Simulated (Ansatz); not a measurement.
The reference is BeS in the zinc blende structure (space group F-43m, No. 216; a = 4.868 Å). Axes: x, y, z lie along the cube axes.

Method: r2SCAN/PAW in Ansatz (an electronic-structure program), scalar-relativistic without spin-orbit coupling, earlier PAW set.

For the base:

| Item | Value |
|---|---|
| Smallest direct gap | 6.22 eV |
| Electron mass | 0.79 mₑ along k, 0.29 mₑ across (at X) |

Perturbation: the cell is compressed by 2.55 % along y with no lateral relaxation, atoms relaxed at fixed cell.

Q: What happens to the energy relative to the base?

A: The energy grows by 4.9 meV/atom.

Q: What happens to the stress?

A: The stress (xx, yy, zz, yz, xz, xy; compression positive) is (1.79, 4.32, 1.79, 0.00, 0.00, 0.00) GPa.

Q: What happens to the smallest direct gap?

A: The smallest direct gap shrinks by 0.11 eV to 6.11 eV.

Q: Estimate the effect on the electron mass.

A: The electron mass goes from 0.79 mₑ along k, 0.29 mₑ across (at X) to 0.75 mₑ along k, 0.29 mₑ across (at X).

The cells carry an imposed strain or load. Effective masses come from finite differences of ±0.01 Å⁻¹. Along k means along the line from Γ to the band edge. No phonon test of stability was made.
